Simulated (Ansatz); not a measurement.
SiO2 (model structure, started from the brookite type, Pbca, No. 61, 24 atoms in the cell) was calculated with r²SCAN (Ansatz, a program for electronic structure, PAW).

Run with plane-wave cutoff 560 eV, 8×4×8 k mesh (along the axes of the cell as run), Fermi–Dirac smearing 0.01 eV, scalar-relativistic PAW data made under PBE.

Cell (relaxed at this level):

```cif
data_O16Si8
_chemical_formula_sum 'Si8 O16'
_space_group_name_H-M_alt 'P 1'
_space_group_IT_number 1
_cell_length_a 4.67382
_cell_length_b 8.27588
_cell_length_c 4.98485
_cell_angle_alpha 90.000
_cell_angle_beta 90.000
_cell_angle_gamma 90.000
loop_
_space_group_symop_operation_xyz
  'x, y, z'
loop_
_atom_site_label
_atom_site_type_symbol
_atom_site_fract_x
_atom_site_fract_y
_atom_site_fract_z
_atom_site_occupancy
Si1 Si 0.12703 0.12787 0.88857 1
Si2 Si 0.62703 0.37213 0.11143 1
Si3 Si 0.37297 0.87213 0.38857 1
Si4 Si 0.87297 0.62787 0.61143 1
Si5 Si 0.87297 0.87213 0.11143 1
Si6 Si 0.37297 0.62787 0.88857 1
Si7 Si 0.62703 0.12787 0.61143 1
Si8 Si 0.12703 0.37213 0.38857 1
O1 O 0.81900 0.01034 0.84979 1
O2 O 0.31900 0.48966 0.15021 1
O3 O 0.68100 0.98966 0.34979 1
O4 O 0.18100 0.51034 0.65021 1
O5 O 0.18100 0.98966 0.15021 1
O6 O 0.68100 0.51034 0.84979 1
O7 O 0.31900 0.01034 0.65021 1
O8 O 0.81900 0.48966 0.34979 1
O9 O 0.45648 0.23235 0.88801 1
O10 O 0.95648 0.26765 0.11199 1
O11 O 0.04352 0.76765 0.38801 1
O12 O 0.54352 0.73235 0.61199 1
O13 O 0.54352 0.76765 0.11199 1
O14 O 0.04352 0.73235 0.88801 1
O15 O 0.95648 0.23235 0.61199 1
O16 O 0.45648 0.26765 0.38801 1
```

Estimate the band gap that the calculation returns.


- band gap = 6.87 eV (direct)

Note: the relaxation could raise the start's symmetry but not lower it, so the cell can be a saddle point.

The computed numbers hold no vibrational or temperature effects.

Cost on a shared machine: very roughly 6 core-minutes.

A model structure was made by putting elements into a prototype or built by hand; it is no filed structure, need not be a known phase, and can be a saddle point held by its symmetry.
